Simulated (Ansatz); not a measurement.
**PtS2 (model structure, started from the 3R-MoS2 type, R3m, No. 160, 3 atoms in the cell)**

The numbers are results of PBEsol (PAW; Ansatz, a quantum-chemistry and plane-wave program), not measurements.

Numerical settings: plane-wave cutoff 500 eV, 14×14×14 k mesh, Fermi–Dirac smearing 0.05 eV, scalar-relativistic PAW data made under PBE.

Cell (relaxed at this level):

Space group R3m, hexagonal axes (No. 160); a = b = 3.459 Å, c = 14.850 Å, α = β = 90.00°, γ = 120.00°

```
atom  site  symmetry       x       y       z
----  ----  --------  ------  ------  ------
Pt      3a        3m  0.0000  0.0000  0.9977
S       3a        3m  0.0000  0.0000  0.2405
S       3a        3m  0.0000  0.0000  0.4285
```
(The calculation used a cell of 3 atoms; values per cell refer to that cell.)

For PtS2 (model structure, started from the 3R-MoS2 type, R3m, No. 160, 3 atoms in the cell), the band gap is zero (no gap).

Note: the relaxation could raise the start's symmetry but not lower it, so the cell can be a saddle point.

Spin–orbit coupling is not included.

The computed numbers hold no vibrational or temperature effects.

The result took roughly 8 core-minutes.

A model structure was made by putting elements into a prototype or built by hand; it is no filed structure, need not be a known phase, and can be a saddle point held by its symmetry.
